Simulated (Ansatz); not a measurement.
Start from Pd in the fcc (Cu type) structure (space group Fm-3m, No. 225; a = 3.8755 Å).

Level of theory: PBEsol/PAW in Ansatz (a first-principles code), spin-orbit coupling left out, earlier PAW set.

For the base:

The lattice parameter a is 3.876 Å.

It is then changed as follows: Ir takes the place of Pd on all its sites, then cell and atoms are relaxed.

Task: Estimate the effect on the lattice parameter a.

Result: The lattice parameter a shrinks by 0.0453 Å to 3.830 Å.

Stability against distortions was not tested. All final runs are without spin polarisation.
